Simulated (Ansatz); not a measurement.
Given:

```
CELL_PARAMETERS angstrom
      3.81369     0.00000     0.00000
      0.00000     3.81369     0.00000
      0.00000     0.00000     3.81369
ATOMIC_POSITIONS crystal
  Rh 0.50000 0.00000 0.00000
  Rh 0.00000 0.50000 0.00000
  Rh 0.00000 0.00000 0.50000
  Pt 0.50000 0.50000 0.50000
```

Computed with PBEsol, DFPT electron-phonon coupling, linearised Boltzmann equation (plane waves, PAW, scalar-relativistic; Ansatz, a quantum-chemistry and plane-wave program). Cell: relaxed with this functional, without spin-orbit coupling.

Task: Estimate the phonon-limited resistivity at 300 K, by direction if it differs.

Result: 5.5 μΩ·cm.

Task: And the electrons' mean free path at that temperature?

Result: 6.9 nm, weighted by the current that each state carries. Wires not much wider than this gain resistivity from their walls.

A metal at this level (no band gap). Only scattering by harmonic phonons is included (no impurities, grain boundaries, electron-electron scattering or thermal expansion). Spin-orbit coupling is left out, which matters with elements this heavy. The run warned that the eigensolver left some states short of its tolerance. Halving the electron mesh (24x24x24) moves the resistivity by up to 13 % at 300 K, the mean free path by up to 3 %. Smearing 0.20 eV; phonons on a 4x4x4 q mesh, which this run doesn't test.

Computed structure with no diffraction record at hand here (it may be known, metastable or hypothetical): Rh3Pt (Pm-3m).
